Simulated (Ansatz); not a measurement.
# Fermi-surface data of MgB2 under load (space group P6/mmm)

```
MgB2
1.0
    3.11360     0.00000     0.00000
   -1.55680     2.69646     0.00000
    0.00000     0.00000     3.48528
Mg B
1 2
Direct
  0.00000   0.00000   0.00000
  0.66667   0.33333   0.50000
  0.33333   0.66667   0.50000
```

The numbers are results of PBEsol, rigid bands (plane waves, PAW, scalar-relativistic; Ansatz, an electronic-structure program), not measurements. Condition of this run: biaxial strain xx = yy = +1.5 %, z clamped. Geometry: cell and atoms relaxed with PBEsol, then loaded as said.

| Property | Value |
|---|---|
| density of states at the Fermi level | 0.706 states/(eV·cell), both spins |
| bare Sommerfeld coefficient | 0.55 mJ/(mol of atoms·K²) |
| Drude plasma energy | 7.1 eV |
| root-mean-square Fermi velocity | 8.9e5 m/s |
| resistivity times τ | 9.9 (x), 9.9 (y), 9.6 (z) ×10⁻²² Ω·m·s |

A metal at this level (no band gap); rigid bands, thermally averaged at 300 K, both spins. Spin-orbit coupling is left out. τ is one relaxation time for all states.
